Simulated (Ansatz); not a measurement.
# BAs, response to strain

Start from BAs in the zinc blende structure (space group F-43m, No. 216).

```
BAs
1.0
    0.00000     2.39193     2.39193
    2.39193     0.00000     2.39193
    2.39193     2.39193     0.00000
B As
1 1
Direct
  0.00000   0.00000   0.00000
  0.25000   0.25000   0.25000
```

Cartesian axes are those of the cell as printed.

Strains are applied to the cell and any free atomic positions relax; under biaxial strain the out-of-plane vector relaxes too.

Method: r2SCAN (Ansatz, a first-principles code; PAW; 500 eV plane waves; no SOC).

```tsv
change	volume per atom	smallest direct gap
base	13.69 Å³	3.44 eV
biaxial strain −2.50 %, plane normal [111], relaxed out of plane	(withheld)	(withheld)
biaxial strain −2.08 %, plane normal [111], relaxed out of plane	13.18 Å³	3.06 eV
biaxial strain −1.67 %, plane normal [111], relaxed out of plane	13.28 Å³	3.15 eV
biaxial strain −1.25 %, plane normal [111], relaxed out of plane	13.38 Å³	3.23 eV
biaxial strain −0.83 %, plane normal [111], relaxed out of plane	13.48 Å³	3.31 eV
biaxial strain −0.42 %, plane normal [111], relaxed out of plane	13.58 Å³	3.37 eV
```

Q: Some entries are withheld; estimate them.

A: 
- biaxial strain −2.50 %, plane normal [111], relaxed out of plane, volume per atom: 13.08 Å³
- biaxial strain −2.50 %, plane normal [111], relaxed out of plane, smallest direct gap: 2.97 eV

Stability against distortions was not tested.
